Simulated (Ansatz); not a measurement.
## TiO2, pressure series

Take TiO₂ in the rutile structure (space group P4_2/mnm, No. 136; a = 4.597 Å, c = 2.954 Å) as the base.

Cell and atoms are relaxed at each pressure.

Computed with Ansatz (a quantum-chemistry and plane-wave program), r2SCAN, PAW, cutoff 500 eV, without spin-orbit coupling.

Notes on the quantities. enthalpy: H = E + PV relative to the base's energy.

| case | electron mass | enthalpy | lattice parameter a |
|---|---|---|---|
| base | 0.58 mₑ along c, 1.2 mₑ across (at Γ) | – | 4.597 Å |
| pressure −2 GPa | – | -0.13 eV/atom | 4.614 Å |
| pressure −1 GPa | 0.59 mₑ along c, 1.1 mₑ across (at Γ) | -0.07 eV/atom | 4.605 Å |
| pressure 0.3 GPa | 0.58 mₑ along c, 1.2 mₑ across (at Γ) | +0.02 eV/atom | 4.594 Å |
| pressure 0.7 GPa | 0.58 mₑ along c, 1.2 mₑ across (at Γ) | +0.05 eV/atom | 4.591 Å |
| pressure 1.5 GPa | 0.58 mₑ along c, 1.2 mₑ across (at Γ) | +0.10 eV/atom | 4.585 Å |
| pressure 3 GPa | 0.58 mₑ along c, 1.2 mₑ across (at Γ) | +0.19 eV/atom | 4.573 Å |
| pressure 5 GPa | 0.57 mₑ along c, 1.1 mₑ across (at Γ) | +0.32 eV/atom | 4.559 Å |
| pressure 7.5 GPa | 0.57 mₑ along c, 1.1 mₑ across (at Γ) | +0.48 eV/atom | 4.541 Å |
| pressure 10 GPa | 0.56 mₑ along c, 1.1 mₑ across (at Γ) | +0.64 eV/atom | 4.525 Å |

The levels and masses belong to the bands next to the band gap. Load acts through the strain it causes; cell and atoms are relaxed under it. Effective masses come from finite differences of ±0.01 Å⁻¹. Whether these cells are dynamically stable was not tested. Competing high-pressure phases were not computed. The final runs are not spin-polarised.
